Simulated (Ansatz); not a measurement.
SnTe under a change: uniaxial strain ε_zz = −1.00 %

Base system: SnTe in the rock salt structure (space group Fm-3m, No. 225; a = 6.235 Å). Axes: x, y, z lie along the cube axes.

Perturbation: uniaxial strain ε_zz = −1.00 %, all other strain components held at zero, atoms relaxed at fixed cell.

Method: LDA/PAW in Ansatz (a quantum-chemistry and plane-wave program), no SOC. Settings: 9×9×9 k-points, 0.05 eV Fermi–Dirac smearing.

The volume per atom falls by 0.303 Å³, from 30.30 Å³ to 29.99 Å³ and the space group changes from Fm-3m (No. 225) to I4/mmm (No. 139). The shortest interatomic distance drops by 0.031 Å to 3.086 Å and the energy goes up by 1.4 meV/atom. The band gap rises by 0.03 eV, from 0.16 eV to 0.19 eV (uncertain: the edges found look like a band crossing or inverted bands; both cells) and the stress (xx, yy, zz, yz, xz, xy; compression positive) is (0.02, 0.02, 1.56, 0.00, 0.00, 0.00) GPa.

Final structure:

```
CELL_PARAMETERS angstrom
      0.00000     3.11741     3.08624
      3.11741     0.00000     3.08624
      3.11741     3.11741     0.00000
ATOMIC_POSITIONS crystal
  Sn 0.00000 0.00000 0.00000
  Te 0.50000 0.50000 0.50000
```

Cost of the whole job for the changed cell (relaxation, final SCF and bands): around 20 core-seconds (rough).

Spin-orbit coupling, missing from the scalar runs, can matter with Te. Stability against distortions was not tested. The zero or small gap of SnTe can change with the level of theory.
